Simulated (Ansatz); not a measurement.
The reference is GaAs in the zinc blende structure (space group F-43m, No. 216; a = 5.666 Å). Axes: x, y, z lie along the cube axes.

Level of theory: plane-wave PAW DFT at the r2SCAN level (Ansatz, a quantum-chemistry and plane-wave program, 500 eV), spin-orbit coupling left out, earlier PAW set.

Strains are applied to the cell and any free atomic positions relax; under biaxial strain the out-of-plane vector relaxes too.

One change was made to it. Results:

The band gap shrinks by 0.40 eV to 0.57 eV; the pressure (mean of the normal stresses, compression positive) goes from zero to -19.0 kbar.

**Question.** Which of these changes matches the shifts?
A) tensor shear ε_yz = −0.83 %
B) biaxial strain +0.88 %, plane normal [110], relaxed out of plane
C) biaxial strain +2.50 %, plane normal [001], relaxed out of plane
D) uniaxial strain ε_xx = −5.52 %

**Answer.** C, biaxial strain +2.50 %, plane normal [001], relaxed out of plane. For comparison, the band gap in the other runs: uniaxial strain ε_xx = −5.52 % gives 1.09 eV; tensor shear ε_yz = −0.83 % gives 0.90 eV; biaxial strain +0.88 %, plane normal [110], relaxed out of plane gives 0.80 eV.

A biaxial case was relaxed in a doubled cell and then solved in the primitive one. Whether these cells are dynamically stable was not tested.
